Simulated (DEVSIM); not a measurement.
**abrupt Ge p-n junction**

Structure: abrupt Ge p-n junction, at 300 K.

```csv
layer (left to right),material,thickness (μm),Nd (cm⁻³),Na (cm⁻³),τn (s),τp (s)
1,Ge,0.190,-,7.3e16,2.1e-6,2.1e-6
2,Ge,6.50,1.6e15,-,2.1e-6,2.1e-6
```

Left contact: ohmic. Right contact: ohmic. Voltage is applied to the left contact. Recombination: SRH at mid-gap, radiative. Mobility is constant in doping.

The device is made up for the run: typed textbook-type constants, with dimensions and the other settings drawn at random. Values at 300 K.

| parameter | Ge |
|---|---|
| gap (eV) | 0.664 |
| affinity (eV) | 4 |
| permittivity | 16 |
| Nc (cm⁻³) | 1.04e19 |
| Nv (cm⁻³) | 6e18 |
| μn (cm²/Vs) | 3900 |
| μp (cm²/Vs) | 1900 |
| B (cm³/s) | 6.4e-14 |

DEVSIM, 1D drift-diffusion, Boltzmann statistics, complete ionisation; no tunnelling, impact ionisation, image-force lowering or self-heating.

The potential step across the device at zero bias is 0.323 V and the largest field in the device at zero bias comes out as 15000 V/cm. The dark forward voltage at 1 A/cm² is 0.123 V. The dark forward voltage at 100 A/cm² is 0.271 V.

Dark reverse current:

| V (V) | J (A/cm²) |
|---|---|
| -0.20 | -0.0093 |
| -0.50 | -0.0096 |
| -1.00 | -0.0100 |
| -1.50 | -0.010 |
| -2.00 | -0.011 |
| -3.00 | -0.011 |
| -4.00 | -0.012 |
| -5.00 | -0.012 |
| -6.50 | -0.013 |
| -8.00 | -0.014 |
| -10.00 | -0.015 |

Dark forward current:

```tsv
V (V)	J (A/cm²)
0.05	0.053
0.10	0.41
0.15	2.8
0.20	16
0.25	64
0.30	180
0.35	380
0.40	680
0.45	1100
0.50	1600
0.55	2200
```
